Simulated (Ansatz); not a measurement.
**Ansatz (a first-principles code) run on CuO (P2, 4 atoms in the cell): self-consistent single point**

Method of the run: PBEsol, default PAW files made with PBE (plane waves; Ansatz).

This input was run:

Ansatz 0.2 input:
```yaml
# CuO
crystal:
  lattice:
    - [1.996943, -2.160011, 0.000000]
    - [1.996943, 2.160011, 0.000000]
    - [0.000000, 0.000000, 5.171398]
  atoms:
    - { symbol: Cu, position: [0.000000, 0.500000, 0.009669] }
    - { symbol: Cu, position: [0.500000, 0.000000, 0.500000] }
    - { symbol: O, position: [0.500000, 0.500000, 0.250000] }
    - { symbol: O, position: [0.500000, 0.500000, 0.750000] }
basis:
  ecutwfc: 420.0
kpoints:
  mp_grid: { grid: [8, 8, 5] }
hamiltonian:
  xc: pbesol
  pseudopotentials: { kind: paw }
scf:
  occupations: { method: fermi_dirac, width: 0.1 }
output:
  forces: true
  eigenvalues: true
  stress: true
```

Output (repeated stretches shortened):

```
WARN ansatz: RAYON_NUM_THREADS=1 ignored (pool sized by the plan → 1); use --threads N
Pseudopotentials: kind: paw
Pseudopotential: Cu, paw, valence charge 19
Pseudopotential: O, paw, valence charge 6
Crystal: 4 atoms, lattice volume = 44.613 Å³
Basis set: ecut = 420 eV, 849 PW (Γ), exchange–correlation on 40×40×72 points (8 copies of the dense FFT grid, shifted against one another)
Bands: 30, of which v1, the nominal top of the filled ones, is band 25 counted from 1 (24 counted from 0)
Symmetry: 2 space group operations
Space group: P2 (ITA 3), of the structure as read, at distance tolerance 3.5e-5 Å
k-points: 102 of 320 (time reversal used)
PAW frozen core: Cu, regenerated for the run's functional, and the local potential with it
PAW frozen core: O, regenerated for the run's functional, and the local potential with it
Initial density: superposition of atomic densities (neutral atoms: chi_scale 0, normalization atom), corrected by the library's trained network
Initial wavefunctions: pseudopotential atomic-orbital guess
Eigensolver: davidson
Functional: x = pbesol(κ = 0.804, μ = 0.12345679012345678), c = pbesol(β = 0.046)
SCF iter   1: F=—  HF=-14296.552442 eV  |F-HF|=—  |Δ(HF+E_count)|=         —  Δρ=1.88e-2  dr2=1.07e-1  ethr=1.77e-3  ⟨swp⟩=5.1  Hψ=10851  notcnv=0
all-band conjugate gradients solve this SCF's bands
preconditioner: auto → LDOS
SCF iter   2: F=—  HF=-14296.584344 eV  |F-HF|=—  |Δ(HF+E_count)|=   3.19e-2  Δρ=2.83e-2  dr2=1.87e-1  ethr=2.15e-4  ⟨swp⟩=2.0  Hψ=6936  notcnv=0  recentre
SCF iter   3: F=—  HF=-14296.521051 eV  |F-HF|=—  |Δ(HF+E_count)|=   6.33e-2  Δρ=3.69e-3  dr2=5.11e-3  ethr=2.15e-4  ⟨swp⟩=2.0  Hψ=5916  notcnv=0
SCF iter   4: F=—  HF=-14296.519871 eV  |F-HF|=—  |Δ(HF+E_count)|=   1.18e-3  Δρ=1.70e-3  dr2=8.61e-4  ethr=1.02e-5  ⟨swp⟩=2.3  Hψ=5380  notcnv=0
SCF iter   5: F=—  HF=-14296.519745 eV  |F-HF|=—  |Δ(HF+E_count)|=   1.26e-4  Δρ=4.31e-4  dr2=5.44e-5  ethr=1.72e-6  ⟨swp⟩=2.1  Hψ=4051  notcnv=0
SCF iter   6: F=—  HF=-14296.519599 eV  |F-HF|=—  |Δ(HF+E_count)|=   1.46e-4  Δρ=8.65e-5  dr2=2.08e-6  ethr=1.09e-7  ⟨swp⟩=2.0  Hψ=3877  notcnv=0
SCF iter   7: F=—  HF=-14296.519599 eV  |F-HF|=—  |Δ(HF+E_count)|=   1.42e-7  Δρ=4.56e-5  dr2=6.09e-7  ethr=4.17e-9  ⟨swp⟩=2.1  Hψ=4540  notcnv=0
SCF iter   8: F=-14296.519599 eV  HF=-14296.519599 eV  |F-HF|=7.16e-8  |Δ(HF+E_count)|=   3.17e-8  Δρ=1.53e-5  dr2=7.16e-8  ethr=2.00e-10  ⟨swp⟩=3.0  Hψ=11206  notcnv=0
SCF 1 converged in 8 iterations: F = -14296.519599 eV  dr2 = 7.16e-8
SCF converged after 8 iterations
Free energy (F): -14296.519599 eV
Harris-Foulkes:  -14296.519599 eV  (|F-HF|=7.16e-8)
Internal energy: -14296.444028 eV  (E = F + TS)
E sigma→0 (E₀):  -14296.481813 eV
Entropy (-TS):   -0.075571 eV (-18.893 meV/atom)
Fermi energy:    10.557774 eV
--- Per-component energies (eV) ---
  E_band       = -936.569964
  E_kinetic    = 939.287897
  E_local      = -10171.361613  (includes V_loc(G=0)·N_el)
  E_nonlocal   = 880.272421
  E_hartree    = 4394.884856
  E_xc         = -319.705345
  E_vxc        = -412.434316  (∫ρ·V_xc dr)
  E_paw        = -3553.014152  (= ΣΔE_a)
  E_vpaw       = -962.113962  (= ΣTr[D̂ρ^β])
  E_aug_tail   = 0.005553  (compensation charges beyond the density's cutoff)
  E_ewald      = -6467.296625
  E_core_change = 0.482980  (= ΣΔE_core)
  E_smearing   = -0.075571  (= −TS)
  E_closure    = 0.000000  (closes the sum)
  Σ components = -14296.519599   (vs F -14296.519599, Δ=0.00e0)
--- Forces (eV/Å), atoms counted from 1 ---
  atom   1  Cu     0.00000000     0.00000000    -0.69052968
  atom   2  Cu     0.00000000     0.00000000     0.18143955
  atom   3  O      0.00000000     0.00000000     0.28451214
  atom   4  O      0.00000000     0.00000000     0.22460708
  max |Σ_I F_I| component: 2.91e-5 eV/Å
--- Stress (GPa, compression-positive) ---
       -5.349337      -0.240379       0.000000
       -0.240379      -7.052736       0.000000
        0.000000       0.000000      -8.931727
  P = ⅓ Tr σ = -7.1113 GPa (-71.113 kbar)
  The stress holds the Pulay correction. Without it, at fixed plane waves, as pw.x and ABINIT print it: P = -7.7834 GPa
--- Band table (eV; the first three rows and the last of 102) ---
  k-point 0: bands = ["-101.7967", "-101.7961", "-59.4472", "-59.4467", "-59.4085", "-59.4027", "-59.1021", "-59.1011", "-9.1395", "-7.7902", "2.4369", "5.0675", "5.2331", "6.8628", "7.1460", "7.1795", "7.3217", "7.5810", "8.0929", "8.1876", [...]
  k-point 1: bands = ["-101.7967", "-101.7962", "-59.4472", "-59.4467", "-59.4081", "-59.4032", "-59.1021", "-59.1011", "-9.0382", "-7.9381", "2.8223", "5.0910", "5.2308", "6.6708", "6.9727", "7.0040", "7.0666", "7.3208", "8.1802", "8.2471", [...]
  k-point 2: bands = ["-101.7966", "-101.7962", "-59.4471", "-59.4467", "-59.4069", "-59.4044", "-59.1021", "-59.1012", "-8.7762", "-8.2732", "3.8554", "5.1432", "5.2164", "5.3104", "6.7710", "6.8049", "7.1521", "7.2842", "8.2310", "8.2625", [...]
  k-point 101: bands = ["-101.7955", "-101.7951", "-59.4584", "-59.4574", "-59.4045", "-59.4027", "-59.1107", "-59.1096", "-7.9298", "-7.5862", "4.3001", "4.6324", "5.0225", "5.0421", "5.2666", "5.3390", "7.5952", "7.8594", "8.2435", "8.2648", [...]
```

The run converged in 8 iterations.

The starting cell comes from a database of computed structures (which also holds hypothetical and non-ambient phases and stackings), without a prior relaxation at this level. Its lattice was rescaled by up to half a per cent. One atom was moved a little off its site on purpose. Spin polarisation is off, so a magnetic state, if there is one, cannot be reached. With a pressure of about -7 GPa the cell is away from its equilibrium volume at this level. Ansatz's pressure includes its estimate of the finite-basis (Pulay) stress. Without the estimate this run gives -7.78 GPa. The run gives no clean gap (levels at the Fermi energy touch, overlap or are partly filled at this smearing), which alone does not show that the compound is a metal.
